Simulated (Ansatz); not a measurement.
The reference is ZnSe in the zinc blende structure (space group F-43m, No. 216; a = 5.666 Å). Axes: x, y, z lie along the cube axes.

Method: Ansatz (an electronic-structure program), r2SCAN, PAW, cutoff 500 eV, without spin-orbit coupling, earlier PAW set.

A first run, uniaxial strain ε_yy = −1.76 %, gives secant values C11 ≈ 92 GPa and C12 ≈ 56 GPa from its stress. A second run applies biaxial strain −1.58 %, plane normal [001], relaxed out of plane.

**Question.** What does linear elasticity predict for −ε⊥/ε∥ in the second run, and what does the run give?

**Answer.** Linear elasticity: 2 C12/C11 = 1.22. The run gives 1.15; any difference comes from nonlinear terms at these strains and numerical noise.

No phonon test of stability was made.
